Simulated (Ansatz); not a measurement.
Consider Au in the fcc (Cu type) structure (space group Fm-3m, No. 225; a = 4.1245 Å; relaxed with 0.1 eV smearing). Axes: x, y, z lie along the cube axes.

Computed with r2SCAN (Ansatz, a quantum-chemistry and plane-wave program; PAW; 500 eV plane waves; without spin-orbit coupling).

Now apply this change: tensile biaxial strain of 1.25 % in the plane normal to [111], as in epitaxy on a mismatched substrate; the out-of-plane cell vector and the atoms relax.

**Question.** What happens to the energy relative to the base, in-plane stress and ratio −ε⊥/ε∥?

**Answer.** The energy grows by 1.5 meV/atom; the mean in-plane stress (compression positive) amounts to -1.1 GPa; the ratio −ε⊥/ε∥ comes out as 1.51.

Whether these cells are dynamically stable was not tested.
